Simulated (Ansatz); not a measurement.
Levels about the gap of amorphous Si24O47H2 (73 atoms in a cell of 1144 Å³, 2.07 g/cm³; zone centre alone, so wide bands show as single levels with stretches between that a denser mesh fills), at the geometry that PBE relaxed, where it gives -2.4 GPa on a denser mesh. The participation number counts the atoms over which a state spreads; weights are charges in smoothed Voronoi cells. The levels come from a single point, so bond lengths are those of that geometry. Method of the levels: r2SCAN, scalar-relativistic without spin-orbit coupling (Ansatz, a first-principles code). Sampling: the zone centre alone; Fermi-Dirac width 0.01 eV; collinear spin, started from moments on atoms (the moments died out). The usual formal charges leave 4 electrons over, so the level spacing at the Fermi energy parts defect or band states and needn't be the band gap. At PBE the levels at both edges of the gap are localised (band-tail or defect states), and the nearest spread-out levels lie 4.7 eV apart at the zone centre.

A CHGNet melt-quench gave the starting glass, which DFT then relaxed. O atoms were pushed apart under 1.9 Å during the dynamics, to hinder bonds among them. The hot cell started wider than the set density and was brought back towards it in steps. It is the lowest in DFT energy of 2 quenches. It is a model cell: composition and starting density were chosen by hand, and all elements were melted together. No dispersion term was used. Its density started from a set value of 2.07 and ended at 2.07 g/cm³. Cooling (nominally 200 K/ps over its main leg) ran many orders faster than in experiment, which tends to leave more defects and strain. One small periodic cell is one sample of the glass; other quenches scatter about these values. The volume was held where the preparation left it, at a PBE pressure of -2.4 GPa (tension). Stress components on the final sampling reach 4.0 GPa.

```json
[
 {"E - E(highest filled), eV": "-1.52", "filling": "filled", "spin": "dn", "participation number": "8.7", "largest on": "O, 2 neighbours", "weight O": "0.92", "weight Si": "0.05", "weight H": "0.03"},
 {"E - E(highest filled), eV": "-1.27", "filling": "filled", "spin": "up", "participation number": "7.2", "largest on": "O, 2 neighbours", "weight O": "0.92", "weight Si": "0.03", "weight H": "0.04"},
 {"E - E(highest filled), eV": "-1.27", "filling": "filled", "spin": "dn", "participation number": "7.2", "largest on": "O, 2 neighbours", "weight O": "0.92", "weight Si": "0.03", "weight H": "0.04"},
 {"E - E(highest filled), eV": "-0.73", "filling": "filled", "spin": "up", "participation number": "8.5", "largest on": "Si, 4 neighbours", "weight O": "0.58", "weight Si": "0.41", "weight H": "0.00"},
 {"E - E(highest filled), eV": "-0.73", "filling": "filled", "spin": "dn", "participation number": "8.5", "largest on": "Si, 4 neighbours", "weight O": "0.58", "weight Si": "0.41", "weight H": "0.00"},
 {"E - E(highest filled), eV": "0.00", "filling": "filled", "spin": "dn", "participation number": "2.4", "largest on": "Si, 2 neighbours", "weight O": "0.34", "weight Si": "0.66", "weight H": "0.00"},
 {"E - E(highest filled), eV": "0.00", "filling": "filled", "spin": "up", "participation number": "2.4", "largest on": "Si, 2 neighbours", "weight O": "0.34", "weight Si": "0.66", "weight H": "0.00"},
 {"E - E(highest filled), eV": "4.04", "filling": "empty", "spin": "dn", "participation number": "2.2", "largest on": "Si, 2 neighbours", "weight O": "0.32", "weight Si": "0.68", "weight H": "0.00"},
 {"E - E(highest filled), eV": "4.04", "filling": "empty", "spin": "up", "participation number": "2.2", "largest on": "Si, 2 neighbours", "weight O": "0.32", "weight Si": "0.68", "weight H": "0.00"},
 {"E - E(highest filled), eV": "4.58", "filling": "empty", "spin": "up", "participation number": "61.2", "largest on": "O, 2 neighbours", "weight O": "0.71", "weight Si": "0.27", "weight H": "0.02"},
 {"E - E(highest filled), eV": "4.58", "filling": "empty", "spin": "dn", "participation number": "61.2", "largest on": "O, 2 neighbours", "weight O": "0.71", "weight Si": "0.27", "weight H": "0.02"},
 {"E - E(highest filled), eV": "5.37", "filling": "empty", "spin": "dn", "participation number": "8.7", "largest on": "Si, 4 neighbours", "weight O": "0.42", "weight Si": "0.56", "weight H": "0.02"},
 {"E - E(highest filled), eV": "5.37", "filling": "empty", "spin": "up", "participation number": "8.7", "largest on": "Si, 4 neighbours", "weight O": "0.42", "weight Si": "0.56", "weight H": "0.02"},
 {"E - E(highest filled), eV": "5.88", "filling": "empty", "spin": "dn", "participation number": "26.5", "largest on": "Si, 2 neighbours", "weight O": "0.61", "weight Si": "0.38", "weight H": "0.00"}
]
```

Most localised among these is the empty level at +4.04 eV, on a Si atom, which has 2 neighbours (O 1.65 Å, O 1.69 Å).
